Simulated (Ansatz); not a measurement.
Levels about the gap of amorphous In$_{24}$O$_{39}$Y$_{2}$ (65 atoms in a cell of 924 Å³, 6.40 g/cm³; zone centre alone, so wide bands show as single levels with stretches between that a denser mesh fills), at the geometry that PBE relaxed, where it gives 0.1 GPa on a denser mesh. Exact exchange is cut at the faces of this small cell, which leaves a finite-size error. The participation number counts the atoms over which a state spreads; weights are charges in smoothed Voronoi cells. The levels come from a single point, so bond lengths are those of that geometry. Method of the levels: HSE06, scalar-relativistic without spin-orbit coupling (Ansatz, a program for electronic structure). Sampling: the zone centre alone; Fermi-Dirac width 0.02 eV; no spin polarisation.

It comes from a melt-quench run on a machine-learned potential (CHGNet), relaxed afterwards by DFT. O atoms were pushed apart under 1.9 Å during the dynamics, to hinder bonds among them. The hot cell started wider than the set density and was brought back towards it in steps. It is the lowest in DFT energy of 2 quenches. It is a model cell: composition and starting density were chosen by hand, and all elements were melted together. No dispersion term was used. Its density started from a set value of 6.39 and ended at 6.40 g/cm³. The simulated quench (nominally 220 K/ps over its main leg) is rapid and tends to freeze in more defects than a deposited or slowly cooled glass has. Values belong to this one cell and scatter from quench to quench. Volume and shape were free in the relaxation.

| E - E(highest filled), eV | filling | participation number | largest on | weight O | weight In | weight Y |
|---|---|---|---|---|---|---|
| -0.28 | filled | 21.0 | O, 3 neighbours | 0.94 | 0.06 | 0.00 |
| -0.25 | filled | 19.2 | O, 4 neighbours | 0.93 | 0.06 | 0.01 |
| -0.17 | filled | 18.6 | O, 3 neighbours | 0.93 | 0.06 | 0.00 |
| -0.15 | filled | 12.0 | O, 3 neighbours | 0.94 | 0.05 | 0.01 |
| -0.10 | filled | 21.2 | O, 4 neighbours | 0.94 | 0.06 | 0.00 |
| -0.04 | filled | 15.6 | O, 4 neighbours | 0.94 | 0.06 | 0.00 |
| 0.00 | filled | 15.8 | O, 3 neighbours | 0.95 | 0.05 | 0.00 |
| 2.00 | empty | 60.2 | In, 5 neighbours | 0.54 | 0.45 | 0.01 |
| 4.67 | empty | 30.5 | In, 4 neighbours | 0.58 | 0.41 | 0.01 |
| 4.92 | empty | 33.4 | In, 5 neighbours | 0.58 | 0.41 | 0.02 |
| 5.05 | empty | 46.4 | In, 6 neighbours | 0.59 | 0.40 | 0.01 |
| 5.17 | empty | 40.1 | In, 5 neighbours | 0.60 | 0.40 | 0.01 |
| 5.33 | empty | 40.0 | In, 5 neighbours | 0.59 | 0.39 | 0.02 |
| 5.51 | empty | 42.2 | In, 5 neighbours | 0.60 | 0.39 | 0.01 |

Most localised among these is the filled level at -0.15 eV, on a O atom, which has 3 neighbours (In 2.11 Å, In 2.16 Å, Y 2.16 Å).
